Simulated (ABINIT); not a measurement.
Band structure of VN (Fm-3m, 2 atoms in the cell).

```
CELL_PARAMETERS angstrom
      0.00000     2.07000     2.07000
      2.07000     0.00000     2.07000
      2.07000     2.07000     0.00000
ATOMIC_POSITIONS crystal
  V  0.00000 0.00000 0.00000
  N  0.50000 0.50000 0.50000
```

Method of the run: PBE, norm-conserving pseudopotentials (PseudoDojo nc-sr-05 PBE standard) (plane waves; ABINIT).

Settings: pseudos = [V.upf, N.upf]; ecut = 42 Ha; occopt = 7; tsmear = 0.00367493 Ha; ngkpt = 18 18 18; nshiftk = 1; shiftk = 0 0 0; potentials = PseudoDojo nc-sr-05 PBE standard; kptopt = 1; nstep = 80; tolvrs1 = 1e-10; ndtset = 2; getden2 = 1.

The starting cell has typed, rounded lattice constants, without a prior relaxation at this level. Spin polarisation is off, so a magnetic state, if there is one, cannot be reached.

Levels in eV from the Fermi level, bands 6 to 13:
```csv
point,6,7,8,9,10,11,12,13
Γ,-2.23,-2.23,-2.23,-1.50,-1.50,-1.50,-0.45,-0.45
X,-6.63,-3.74,-3.65,-3.65,0.51,1.19,1.19,2.62
W,-6.18,-6.18,-5.91,0.13,0.13,1.19,2.10,2.82
K,-6.47,-6.46,-4.99,-1.16,0.84,1.27,2.58,2.76
L,-8.81,-6.02,-6.02,0.58,0.58,1.43,4.90,4.90
U,-6.47,-6.46,-4.99,-1.16,0.84,1.27,2.58,2.76
```

Bands cross the Fermi level along this path, so the cell is metallic at this level.
